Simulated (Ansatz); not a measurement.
Nb: uniaxial strain ε_xx = −0.13 %

Take Nb in the bcc (W type) structure (space group Im-3m, No. 229; a = 3.303 Å) as the base. Axes: x, y, z lie along the cube axes.

The change: the cell is compressed by 0.13 % along x with no lateral relaxation, atoms relaxed at fixed cell.

Level of theory: Kohn–Sham DFT with the r2SCAN functional, run in Ansatz (a program for electronic structure) with PAW and 500 eV plane waves, no spin-orbit coupling. k-mesh 20×20×20 (Γ-centred); smearing 0.05 eV (Fermi–Dirac).

- Volume per atom = 17.99 Å³ (base 18.01 Å³)
- Space group = I4/mmm (No. 139) (base Im-3m (No. 229))
- Energy relative to the base (free energy F) = 0.0 meV/atom
- Band gap = zero (base zero)
- Stress (xx, yy, zz, yz, xz, xy; compression positive) = (0.3, 0.2, 0.2, 0.0, 0.0, 0.0) GPa (rough)

Final structure:

```
CELL_PARAMETERS angstrom
     -1.64920     1.65135     1.65135
      1.64920    -1.65135     1.65135
      1.64920     1.65135    -1.65135
ATOMIC_POSITIONS crystal
  Nb 0.00000 0.00000 0.00000
```

Without a gap, meshes like the base's 20×20×20 leave anisotropic stresses uncertain by several tenths of a GPa, and small strain energies with them. No phonon test of stability was made. The final runs are not spin-polarised.
